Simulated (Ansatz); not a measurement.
Consider MoS$_{2}$ in the fluorite structure (space group Fm-3m, No. 225; a = 5.9458 Å; ferromagnetic; a hypothetical phase, not in the database extracts checked; relaxed with 0.1 eV smearing). Axes: x, y, z lie along the cube axes.

(Cell as relaxed with PBE.)

Levels (all Ansatz, a program for electronic structure, PAW): PBE (420 eV, scalar-relativistic without spin-orbit coupling); PBEsol (420 eV, no spin-orbit coupling).

Each level relaxes its own structure.

```csv
base,PBE,PBEsol
volume per atom,17.52 Å³,16.64 Å³
lattice parameter a,594.6 pm,584.5 pm
band gap,zero,zero
largest site moment,1.35 μB,1.08 μB
```

Now apply this change: a pure shear with ε_xz = ε_zx = 0.0312; the atoms relax in the strained cell.

```csv
quantity,PBE,PBEsol
band gap,zero,?
largest site moment,1.33 μB,?
shortest interatomic distance,254.9 pm,?
energy relative to the base (free energy F),+6.0 meV/atom,?
magnetic state,ferromagnetic,?
```

Task: Predict the PBEsol column.

Result: 
- band gap, PBEsol: zero
- largest site moment, PBEsol: 1.04 μB
- shortest interatomic distance, PBEsol: 251.3 pm
- energy relative to the base (free energy F), PBEsol: +4.2 meV/atom
- magnetic state, PBEsol: ferromagnetic

PBE's largest site moment lies 0.29 μB above PBEsol's; PBE's shortest interatomic distance lies 3.67 pm above PBEsol's (1.5 %); PBE's energy relative to the base lies 1.8 meV/atom above PBEsol's; the two agree on the band gap and magnetic state. Neither level is exact; PBEsol is the comparison here, not a measurement.

Other magnetic orders, which the real material may have, were not ruled out. Stability against distortions was not tested.
